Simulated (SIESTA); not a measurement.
## A short convergence ladder for TiO₂ (Imm2, 6 atoms in the cell)

```
TiO2
1.0
   -1.88304     1.88304     4.73123
    1.88304    -1.88304     4.73123
    1.88304     1.88304    -4.73123
Ti O
2 4
Direct
  0.75528   0.25528   0.50000
  0.00000   0.00000   0.00000
  0.54200   0.04200   0.50000
  0.79200   0.79200   0.00000
  0.20800   0.20800   0.00000
  0.95800   0.45800   0.50000
```

Base method: LDA PW92, numerical atomic orbitals DZP, PseudoDojo LDA standard norm-conserving potentials (rewritten from UPF to PSML) (SIESTA).

Base settings: XC.functional = LDA; XC.authors = PW92; potentials = PseudoDojo LDA standard; PAO.BasisSize = DZP; PAO.EnergyShift = 0.01 Ry; MeshCutoff = 350 Ry; kgrid.MonkhorstPack = 3 3 3; OccupationFunction = FD; ElectronicTemperature = 0.02 eV; MaxSCFIterations = 150.

**The setting basis size**

Level: DFT, LDA PW92, numerical atomic orbitals TZP, PseudoDojo LDA standard norm-conserving potentials (rewritten from UPF to PSML).

Moved along: PAO.BasisSize.

The second cell is the first with its lattice scaled by 0.98.

The mesh stays at the base's, so the ladder's end is converged at best in this setting alone.

The sets are ordered by size and need not be nested.

Only quantities that move along the ladder and can be compared are tabulated; the gap is left out on so coarse a mesh.

| basis (functions) | energy of the compressed cell less the first (meV/atom) | pressure (GPa) | largest difference of a force vector from the last step's (eV/Å) |
|---|---|---|---|
| SZ (36) | -38.29 | -16.63 | 0.108 |
| SZP (62) | 19.89 | -2.97 | 0.092 |
| DZ (64) | 1.59 | -7.52 | 0.192 |
| DZP (90) | 21.05 | -2.57 | 0.048 |
| TZP (118) | 7.56 | -5.62 | 0.000 |

Coarsest basis (functions) that holds the energy of the compressed cell less the first within 2 meV/atom: not settled: the last two steps still differ by 13 meV/atom, over half the tolerance, so the ladder does not show it.

Coarsest basis (functions) that holds the forces within 0.02 eV/Å: not settled: the last two steps still differ by 0.048 eV/Å, over half the tolerance, so the ladder does not show it.

Coarsest basis (functions) that holds the pressure within 1 GPa: not settled: the last two steps still differ by 3.0 GPa, over half the tolerance, so the ladder does not show it.

On the base run: the starting cell has typed, rounded lattice constants, without a prior relaxation at this level. Its lattice was rescaled by up to half a per cent. One atom was moved a little off its site on purpose. Values carry the incompleteness of an atom-centred basis.

Left out of this page: 1 run of the series failed or unconverged.
